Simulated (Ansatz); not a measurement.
Start from Sn in the diamond structure (space group Fd-3m, No. 227; a = 6.5665 Å). Axes: x, y, z lie along the cube axes.

Method: Ansatz (a program for electronic structure) r2SCAN, no spin-orbit coupling.

Modification: the cell is scaled by 1.0150 in all directions; the atoms relax in the strained cell.

Problem. Predict the stress tensor and what it implies for the stiffness.

Solution. Stress of the strained cell less that of the base (GPa, compression positive):
```
   -1.7     0.0     0.0
    0.0    -1.7     0.0
    0.0     0.0    -1.7
```

Then B = −ΔP/(ΔV/V₀) with ΔV/V₀ = 0.0457 gives secant stiffness values (nonlinear terms included at this strain): B ≈ 37 GPa.

As a check, the harmonic strain energy −½ V₀ Δσ:ε is 8.5 meV/atom; the computed energy rise is 9.0 meV/atom.

Whether these cells are dynamically stable was not tested.
